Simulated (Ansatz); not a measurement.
Input and output of a self-consistent single point for C (Fd-3m, 2 atoms in the cell) (Ansatz, an electronic-structure program).

Method: PBE (plane waves, PAW; Ansatz).

```yaml
crystal:
  lattice:
    - [0.00000, 1.79426, 1.79426]
    - [1.79426, 0.00000, 1.79426]
    - [1.79426, 1.79426, 0.00000]
  atoms:
    - { symbol: C, position: [0.50000, 0.50000, 0.50000] }
    - { symbol: C, position: [0.75000, 0.75000, 0.75000] }
```

Reference input (self-consistent single point, DFT, PBE, plane waves, default PAW files): basis.ecutwfc = 420 eV; kpoints.mp_grid.grid = 13 13 13; hamiltonian.xc = pbe; hamiltonian.pseudopotentials = {kind: paw} (the program's default PAW files); scf.occupations.method = fixed. This run's input differs from it in these lines:

Ansatz 0.2 input:
```diff
@@ -12,3 +12,3 @@
   mp_grid:
-    grid: [13, 13, 13]
+    grid: [6, 6, 6]
 hamiltonian:
```

Output (repeated stretches shortened):

```
SCF iter   1: F=—  HF=-501.603362 eV  |F-HF|=—  |Δ(HF+E_count)|=         —  Δρ=2.15e-3  dr2=2.56e-4  ethr=1.77e-3  ⟨swp⟩=3.8  Hψ=749  notcnv=0  defer=23
all-band conjugate gradients solve this SCF's bands
preconditioner: auto → none
SCF iter   2: F=—  HF=-501.603278 eV  |F-HF|=—  |Δ(HF+E_count)|=   8.37e-5  Δρ=9.74e-4  dr2=4.44e-5  ethr=3.19e-6  ⟨swp⟩=2.3  Hψ=309  notcnv=0  defer=28
SCF iter   3: F=—  HF=-501.603311 eV  |F-HF|=—  |Δ(HF+E_count)|=   3.27e-5  Δρ=1.07e-4  dr2=5.38e-7  ethr=5.55e-7  ⟨swp⟩=2.4  Hψ=208  notcnv=0  defer=24
   [... lines left out ...]
SCF iter   4: F=-501.603311 eV  HF=-501.603311 eV  |F-HF|=1.36e-8  |Δ(HF+E_count)|=   5.01e-7  Δρ=3.06e-5  dr2=6.50e-8  ethr=6.72e-9  ⟨swp⟩=2.0  Hψ=192  notcnv=0  defer=23
iter 5 did not close the SCF: its close was put off for the readings that it lacked (scf_convergence_deferred on its scf_iter line)
SCF iter   5: F=-501.603311 eV  HF=-501.603311 eV  |F-HF|=1.52e-9  |Δ(HF+E_count)|=   4.64e-9  Δρ=7.55e-6  dr2=4.38e-9  ethr=8.12e-10  ⟨swp⟩=2.1  Hψ=188  notcnv=0  defer=24
SCF iter   6: F=-501.603311 eV  HF=-501.603311 eV  |F-HF|=1.65e-11  |Δ(HF+E_count)|=   1.10e-9  Δρ=7.34e-7  dr2=4.40e-11  ethr=5.48e-11  ⟨swp⟩=3.1  Hψ=611  notcnv=0
SCF 1 converged in 6 iterations: F = -501.603311 eV  dr2 = 4.40e-11
Free energy (F): -501.603311 eV
Internal energy: -501.603311 eV  (E = F + TS)
E sigma→0 (E₀):  -501.603311 eV
Fermi energy:    12.993589 eV
--- Forces (eV/Å), atoms counted from 1 ---
  atom   1  C     -0.00000000     0.00000000     0.00000000
  atom   2  C     -0.00000000     0.00000000     0.00000000
--- Stress (GPa, compression-positive) ---
       -5.922199       0.000000      -0.000000
       -0.000000      -5.922199       0.000000
        0.000000      -0.000000      -5.922199
  P = ⅓ Tr σ = -5.9222 GPa (-59.222 kbar)
  The stress holds the Pulay correction. Without it, at fixed plane waves, as pw.x and ABINIT print it: P = -6.9685 GPa
```

The run converged in 6 iterations. Against the reference run the free energy rises by 4.7 meV/atom, the pressure hardly changes (-5.99 to -5.92 GPa) and the gap on the mesh moves little (4.109 to 4.117 eV).

The starting cell comes from a database of computed structures (which also holds hypothetical and non-ambient phases and stackings), without a prior relaxation at this level. Its lattice was rescaled by a random factor within 2.5 % of one. With a pressure of about -6 GPa the cell is away from its equilibrium volume at this level. Ansatz's pressure includes its estimate of the finite-basis (Pulay) stress. Without the estimate this run gives -6.97 GPa.
